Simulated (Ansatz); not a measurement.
# Nb: biaxial strain −0.85 %, plane normal [001], relaxed out of plane

Start from Nb in the bcc (W type) structure (space group Im-3m, No. 229; a = 3.273 Å; relaxed with 0.1 eV smearing). Axes: x, y, z lie along the cube axes.

One thing is altered: compressive biaxial strain of 0.85 % in the plane normal to [001], as in epitaxy on a mismatched substrate; the out-of-plane cell vector and the atoms relax.

Level of theory: plane-wave PAW DFT at the PBEsol level (Ansatz, a program for electronic structure, 420 eV), without spin-orbit coupling, earlier PAW set. k-mesh 28×28×28 (Γ-centred); smearing 0.1 eV (Fermi–Dirac).

```csv
quantity,base,changed,shift
volume per atom,17.53 Å³,17.39 Å³,-0.14 Å³
space group,Im-3m (No. 229),I4/mmm (No. 139),–
shortest interatomic distance,2.834 Å,2.827 Å,-0.007 Å
energy relative to the base (free energy F),0 meV/atom,+2.1 meV/atom,+2.1 meV/atom
"pressure (mean of the normal stresses, compression positive)",0.0 GPa,1.5 GPa,+1.5 GPa
band gap,zero,zero,–
out-of-plane strain,–,+0.90 %,–
ratio −ε⊥/ε∥,–,1.06,–
mean in-plane stress (compression positive),–,+2.3 GPa,–
```

No phonon test of stability was made. The final runs are not spin-polarised.
